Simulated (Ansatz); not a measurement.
V_Al+O_N in wurtzite AlN: one set of geometries, relaxed with PBE, evaluated in Ansatz (PAW, plane waves to 420 eV, 500 eV under r2SCAN) with PBE, r2SCAN.

Set-up: 96-site cell; 2×2×2 shifted k-points; start: the Al site; N 1.91 Å away, along c; charged states image-corrected; corrections pass 1 eV, so highly charged states may be off by several tenths; relaxed from one start, so a lower configuration may exist; flagged in the runs: a host whose relaxation on this sampling wasn't shown to rest, a strain field that reaches the edge of the cell.

| quantity | PBE | r2SCAN |
|---|---|---|
| host gap (eV) | 4.03 | ___ |
| ε(0/−1) above the VBM (eV) | 1.13 | ___ |
| neutral formation energy against fcc Al, N2 molecule in a box, O2 molecule in a box (eV) | 4.37 | ___ |
| largest moment on one atom at charge 0 (μB) | 0.40 | ___ |
| largest moment on one atom at charge −1 (μB) | 0.22 | ___ |

Question: Given the lower rungs, what does r2SCAN give?

Answer: 
- host gap (eV), r2SCAN: 4.67
- ε(0/−1) above the VBM (eV), r2SCAN: 1.48
- neutral formation energy against fcc Al, N2 molecule in a box, O2 molecule in a box (eV), r2SCAN: 4.77
- largest moment on one atom at charge 0 (μB), r2SCAN: 0.45
- largest moment on one atom at charge −1 (μB), r2SCAN: 0.25

Ansatz is a first-principles code.
